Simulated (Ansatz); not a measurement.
## ZnS in the wurtzite structure (space group P6_3mc, No. 186)

```yaml
crystal:
  lattice:
    - [3.84514, 0.00000, 0.00000]
    - [-1.92257, 3.32999, 0.00000]
    - [0.00000, 0.00000, 6.30573]
  atoms:
    - { symbol: Zn, position: [0.66667, 0.33333, 0.99985] }
    - { symbol: Zn, position: [0.33333, 0.66667, 0.49985] }
    - { symbol: S, position: [0.66667, 0.33333, 0.62535] }
    - { symbol: S, position: [0.33333, 0.66667, 0.12535] }
```

The values are results of PBE in Ansatz (plane waves to 420 eV, PAW, without spin-orbit coupling), earlier PAW set, not measurements. k-mesh 10×10×5 (Γ-centred); smearing 0.05 eV (Fermi–Dirac).

| Property | Value |
|---|---|
| Volume per atom | 20.19 Å³ |
| Density | 4.01 g/cm³ |
| Band gap | 2.07 eV, direct at Γ |
| Electron mass | 0.16 mₑ along c, 0.18 mₑ across |
| Total energy | -2111.365 eV/atom (σ→0; compares only within this code and set-up) |

Masses are band curvatures over ±0.01 Å⁻¹ around the edge. No phonon test of stability was made.

Ansatz is an electronic-structure program.
